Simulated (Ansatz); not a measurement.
Sb under a change: biaxial strain +2.08 %, plane normal [001], relaxed out of plane

The reference is Sb (space group R-3m, No. 166; a = 4.266 Å, c = 10.699 Å (hexagonal axes); relaxed with 0.1 eV smearing). Axes: x lies along a and z along c of the hexagonal cell.

Perturbation: tensile biaxial strain of 2.08 % in the plane normal to [001], as in epitaxy on a mismatched substrate; the out-of-plane cell vector and the atoms relax.

All numbers come from Ansatz (a quantum-chemistry and plane-wave program), PBEsol-D3(BJ), PAW, cutoff 420 eV, no spin-orbit coupling, earlier PAW set. Settings: 17×17×17 k-points, 0.1 eV Fermi–Dirac smearing.

```tsv
quantity	base	changed	shift
energy relative to the base (free energy F)	0 meV/atom	+6.8 meV/atom	+6.8 meV/atom
pressure (mean of the normal stresses, compression positive)	0.0 GPa	-1.2 GPa	-1.2 GPa
band gap	zero	zero	–
out-of-plane strain	–	-2.56 %	–
ratio −ε⊥/ε∥	–	1.23	–
mean in-plane stress (compression positive)	–	-1.8 GPa	–
```

Spin-orbit coupling, missing from the scalar runs, can matter with Sb. Whether these cells are dynamically stable was not tested.
